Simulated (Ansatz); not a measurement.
Functionals compared on a constructed model of the (100) surface of bcc Fe, ferromagnetic, from a spin-polarised start, a pseudomorphic layer of Ni in the host's stacking (bottom of the slab: a bare face, its two planes held), in Ansatz (plane waves, PAW). The structure was relaxed with PBE; the other rows are single points on it. Cutoff 420 eV.

Model: 7-atom slab, 8.9 Å thick at the start (thin: gaps and levels are the slab's own), 13x13x1 mesh, Fermi-Dirac 0.1 eV, dipole correction, 2 atoms held, the rest relaxed; symmetry of the start imposed; spin-polarised, ending with about 15.9 μB a cell; orders that need a larger cell were not tried, no spin-orbit, no U. It is one candidate, not shown to be the stable structure of the face. These notes are the PBE run's.

```json
[
 {"functional": "PBE", "work function of the top face (eV)": "4.46", "magnetic moment of the cell (μB)": "15.87", "rough cost of the single point": "–"},
 {"functional": "RPBE", "work function of the top face (eV)": "4.26", "magnetic moment of the cell (μB)": "16.07", "rough cost of the single point": "very roughly 110 core-seconds"}
]
```

Ansatz is a program for electronic structure.
